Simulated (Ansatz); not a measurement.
The structure below was relaxed with PBE in Ansatz (plane waves to 420 eV, PAW, scalar-relativistic without spin-orbit coupling), at pressure −1 GPa.

Space group I4₁32 (No. 214); a = b = c = 6.1686 Å, α = β = γ = 90.00°

```
atom  site  symmetry       x       y       z
----  ----  --------  ------  ------  ------
P       8a       .32  0.1250  0.1250  0.1250
```

Write out a cell with all atoms.


```cif
data_P8
_chemical_formula_sum 'P8'
_space_group_name_H-M_alt 'P 1'
_space_group_IT_number 1
_cell_length_a 6.16860
_cell_length_b 6.16860
_cell_length_c 6.16860
_cell_angle_alpha 90.000
_cell_angle_beta 90.000
_cell_angle_gamma 90.000
loop_
_space_group_symop_operation_xyz
  'x, y, z'
loop_
_atom_site_label
_atom_site_type_symbol
_atom_site_fract_x
_atom_site_fract_y
_atom_site_fract_z
_atom_site_occupancy
P1 P 0.37500 0.12500 0.87500 1
P2 P 0.12500 0.87500 0.37500 1
P3 P 0.87500 0.37500 0.12500 1
P4 P 0.12500 0.12500 0.12500 1
P5 P 0.87500 0.62500 0.37500 1
P6 P 0.62500 0.37500 0.87500 1
P7 P 0.37500 0.87500 0.62500 1
P8 P 0.62500 0.62500 0.62500 1
```
This is the conventional cell.

Load acts through the strain it causes; cell and atoms are relaxed under it. Stability against distortions was not tested. The cell was made from P (space group I4_132, No. 214; a hypothetical phase, not in the database extracts checked) by this change: pressure −1 GPa.

Ansatz is an electronic-structure program.
